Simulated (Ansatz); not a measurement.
Functionals compared on CH3 on the 1x1 (110) surface of bcc Ta, one in a 2x2 cell, started at the site 'top Ta', in Ansatz (plane waves, PAW). The structure was relaxed with PBE; the other rows are single points on it, each with its references at the same level. Cutoff 420 eV (500 eV for r2SCAN).

Model: 20-atom slab, 6.8 Å thick at the start under the adsorbate (thin: gaps and levels are the slab's own), 5x5x1 mesh, Fermi-Dirac 0.1 eV, dipole correction, 8 atoms held, the rest relaxed; no symmetry held; spin-polarised, no spin-orbit, no U, no dispersion correction. The starting moment vanished. At the end it is bonded to 3 Ta. In PBE it is, or lies within 0.03 eV of, the lowest of the starts that converged. These notes are the PBE run's. r2SCAN: The program's check for a lower electronic state was not made. Adsorption energies are against CH4(g) − ½ H2(g). A negative adsorption energy means that the adsorbate is more stable on the surface than in its reference.

```csv
functional,adsorption energy (eV),work function of the top face (eV),change of the work function (eV),magnetic moment of the cell (μB),rough cost of the single point
PBE,-0.07,3.76,-1.01,0.00,–
RPBE,0.19,3.65,-1.00,0.00,roughly 7 core-minutes
r2SCAN,…,…,…,0.00,around 14 core-minutes (rough)
```

Complete the blanks.


- r2SCAN, adsorption energy (eV): -0.31
- r2SCAN, work function of the top face (eV): 3.78
- r2SCAN, change of the work function (eV): -1.10

Ansatz is an electronic-structure program.
